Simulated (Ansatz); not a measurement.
Take RuSi (space group P2_13, No. 198; a = 4.690 Å) as the base.

Computed with PBEsol (Ansatz, a program for electronic structure), no spin-orbit coupling, earlier PAW set.

Base values:

The volume per atom comes out as 12.89 Å³.

One thing is altered: S takes the place of Si on all its sites; the structure is relaxed again.

Task: What does the calculation give for the volume per atom after the change?

Result: The volume per atom increases by 0.49 Å³ to 13.38 Å³.

No phonon test of stability was made. As relaxed here, RuS is a hypothetical phase, not in the database extracts checked. The final runs are not spin-polarised.
